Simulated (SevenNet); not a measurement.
# L1₂ (Cu3Au-type) Ni₃Fe

These are the machine-learned potential SevenNet-l3i5 (trained on PBE and PBE+U data) values and carry that method's errors.

Cell (relaxed at this level):

Space group Pm-3m (No. 221); a = 3.538 Å, b = 3.538 Å, c = 3.538 Å, α = 90.00°, β = 90.00°, γ = 90.00°

```tsv
atom	site	symmetry	x	y	z
Fe	1a	m-3m	0.0000	0.0000	0.0000
Ni	3c	4/mm.m	0.0000	0.5000	0.5000
```

- lattice parameter a: 3.538 Å
- volume per atom: 11.07 Å³/atom

Measured, for comparison: lattice constant a 3.545 Å (temperature not stated, copied from a table, unchecked, no zero-point or thermal correction; as tabulated in Mineralogical Magazine 44, 225 (1981)). Computed (rounded) less measured: lattice constant a not scored (unchecked).

A machine-learned potential is trained on density-functional data: it inherits that level's misses and adds fitting errors of its own.
